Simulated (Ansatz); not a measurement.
Mg on the Si site in 6H silicon carbide (start: the Si(h) site; 144-site cell, 2×2×1 shifted sampling). All values below come from PBE, PAW (plane waves to 420 eV; Ansatz, a first-principles code). Total energies of the localised charge states, counted from that of charge 0, and their image corrections (point charge with alignment); the host's valence-band maximum lies at 9.344 eV on the cells' energy zero and its gap is 2.01 eV.

| charge | moment (μB) | E − E(first) (eV) | correction (eV) |
|---|---|---|---|
| 0 | 2.0 | 0.000 | 0.000 |
| −1 | 1.0 | 9.553 | 0.163 |
| −2 | not spin-polarised | 19.371 | 0.611 |

Derive the transition levels above the valence-band maximum and say which of them are thermodynamic.

A level is the Fermi energy at which two charges have equal formation energy: ε(q/q′) = [E(q′) + corr(q′) − E(q) − corr(q)] / (q − q′) − E_VBM.
ε(0/−1) = [(9.553 + 0.163) − (0.000 + 0.000)] / 1 − 9.344 = 0.37 eV
ε(−1/−2) = [(19.371 + 0.611) − (9.553 + 0.163)] / 1 − 9.344 = 0.92 eV
Thermodynamic levels at least 0.1 eV inside the gap: (0/−1) at 0.37 eV; (−1/−2) at 0.92 eV. They hold to tenths of an eV in this cell. Charges with a result: +1, 0, −1, −2. Others weren't obtained, and one of them could lie lower, also by skipping a charge. Charge +1 has its level within 0.1 eV of a band edge or past it. Flagged in the runs: a host whose relaxation on this sampling wasn't shown to rest.
